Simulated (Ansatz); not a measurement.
AlRu under a change: uniaxial strain ε_zz = +2.00 %

Start from AlRu in the CsCl type structure (space group Pm-3m, No. 221; a = 2.955 Å; relaxed with 0.1 eV smearing). Axes: x, y, z lie along the cube axes.

The change: the cell is stretched by 2.00 % along z with no lateral relaxation; the atoms relax in the strained cell.

The values are results of LDA/PAW in Ansatz (an electronic-structure program), no spin-orbit coupling, not measurements. k-mesh 19×19×19 (Γ-centred); smearing 0.1 eV (Fermi–Dirac).

```json
[
 {"quantity": "volume per atom", "base": "12.90 Å³", "changed": "13.15 Å³", "shift": "+0.258 Å³"},
 {"quantity": "space group", "base": "Pm-3m (No. 221)", "changed": "P4/mmm (No. 123)", "shift": "–"},
 {"quantity": "shortest interatomic distance", "base": "4.835 bohr", "changed": "4.868 bohr", "shift": "+0.0324 bohr"},
 {"quantity": "energy relative to the base (free energy F)", "base": "0 meV/atom", "changed": "+5.5 meV/atom", "shift": "+5.5 meV/atom"},
 {"quantity": "band gap", "base": "zero", "changed": "zero", "shift": "–"},
 {"quantity": "stress (xx, yy, zz, yz, xz, xy; compression positive)", "base": "–", "changed": "(-3.2, -3.2, -6.6, 0.0, 0.0, 0.0) GPa", "shift": "–"}
]
```

Stability against distortions was not tested. All final runs are without spin polarisation.
